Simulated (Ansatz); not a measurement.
# TaGeO (model structure, started from the ZrSiS type, P4/nmm, No. 129, 6 atoms in the cell)

Computed with LDA (plane waves, PAW; Ansatz, a quantum-chemistry and plane-wave program).

Settings: plane-wave cutoff 520 eV, 16×16×8 k mesh (along the axes of the cell as run), Fermi–Dirac smearing 0.05 eV, scalar-relativistic PAW data made under PBE.

Cell (relaxed at this level):

```cif
data_Ge2O2Ta2
_chemical_formula_sum 'Ta2 Ge2 O2'
_space_group_name_H-M_alt 'P4/nmm :1'
_space_group_IT_number 129
_space_group_name_Hall 'P 4ab 2ab -1ab'
_cell_length_a 3.34115
_cell_length_b 3.34115
_cell_length_c 6.84595
_cell_angle_alpha 90.000
_cell_angle_beta 90.000
_cell_angle_gamma 90.000
loop_
_space_group_symop_operation_xyz
  'x, y, z'
  '-y+1/2, x+1/2, z'
  '-x, -y, z'
  'y+1/2, -x+1/2, z'
  'x+1/2, -y+1/2, -z'
  '-y, -x, -z'
  '-x+1/2, y+1/2, -z'
  'y, x, -z'
  '-x+1/2, -y+1/2, -z'
  'y, -x, -z'
  'x+1/2, y+1/2, -z'
  '-y, x, -z'
  '-x, y, z'
  'y+1/2, x+1/2, z'
  'x, -y, z'
  '-y+1/2, -x+1/2, z'
loop_
_atom_site_label
_atom_site_type_symbol
_atom_site_symmetry_multiplicity
_atom_site_Wyckoff_symbol
_atom_site_fract_x
_atom_site_fract_y
_atom_site_fract_z
_atom_site_occupancy
Ta1 Ta 2 c 0.50000 0.00000 0.30320 1
Ge1 Ge 2 a 0.00000 0.00000 0.00000 1
O1 O 2 c 0.00000 0.50000 0.39530 1
```

For TaGeO (model structure, started from the ZrSiS type, P4/nmm, No. 129, 6 atoms in the cell), the band gap is zero (no gap) and the bulk modulus is 187 GPa.

Note: the bulk modulus is −V dP/dV from two relaxed cells at ±2 % in volume; the relaxation could raise the start's symmetry but not lower it, so the cell can be a saddle point.

Spin–orbit coupling is not included; it can open a gap where bands touch, and shift volumes and moduli.

Computed values are for the static lattice.

Cost on a shared machine: roughly 11 core-minutes.

A model structure was made by putting elements into a prototype or built by hand; it is no filed structure, need not be a known phase, and can be a saddle point held by its symmetry.
